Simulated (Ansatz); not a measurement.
Results of r²SCAN (Ansatz, an electronic-structure program, plane waves, PAW) for CsCl-type CoAl.

Numerical settings: plane-wave cutoff 600 eV, 22×22×22 k mesh, Fermi–Dirac smearing 0.043 eV (set by the program), no spin polarisation, scalar-relativistic PAW data made under PBE.

Computed at the level's own relaxed cell.

Hill averages of the elastic tensor: K = 198.2 GPa, G = 140.7 GPa. Volume 11.252 Å³/atom, mean atomic mass 42.957 u.

### Question
Work out the density, the sound velocities of a polycrystal and the elastic Debye temperature, and Pugh's ratio at this level.

### Answer
ρ = 1.66054 × 42.957/11.252 = 6.339 g/cm³. v_l = √[(K + 4G/3)/ρ] = 7.801 km/s and v_t = √(G/ρ) = 4.711 km/s. The mean follows from 3/v_m³ = 1/v_l³ + 2/v_t³: v_m = 5.208 km/s. Θ_D = (ħ/k_B) v_m (6π²/V)^(1/3) = 76.38 K Å s/km × 5.208 × 1.7394 Å⁻¹ = 692 K, counting all atoms of the cell. K/G = 1.41, to be set beside Pugh's rough bound of 1.75 between brittle and ductile metals.
